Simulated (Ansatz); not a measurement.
Start from InAs in the zinc blende structure (space group F-43m, No. 216; a = 6.186 Å).

Method: PBE in Ansatz (plane waves to 420 eV, PAW, without spin-orbit coupling).

Base values:

```
Item                   Result
-------------------  --------
Lattice parameter a  618.6 pm
```

It is then changed as follows: cell and atoms relaxed at a pressure of 30 GPa.

### Question
How does this affect the electron mass, lattice parameter a, valley order and hole mass?

### Answer
The electron mass is 0.060 mₑ (at Γ); the lattice parameter a decreases by 59.4 pm (618.6 pm → 559.2 pm); the valley order (the lowest conduction-band minima on the path, energy above the VBM, named in the base's zone) amounts to Γ 0.98 eV; X along ⟨100⟩ 1.07 eV; L along ⟨111⟩ 1.48 eV; the hole mass (degenerate bands, along [100]) is 0.060, 0.29, 0.29 mₑ (at Γ).

The levels and masses belong to the bands next to the band gap. Load acts through the strain it causes; cell and atoms are relaxed under it. Effective masses come from finite differences of ±0.01 Å⁻¹. Stability against distortions was not tested. The final runs are not spin-polarised. Measured, InAs leaves this structure (for rock salt) near 7 GPa (temperature not stated; as listed in Datta, Sujoy, Jana, Debnarayan, arXiv (2020)).

Ansatz is a program for electronic structure.
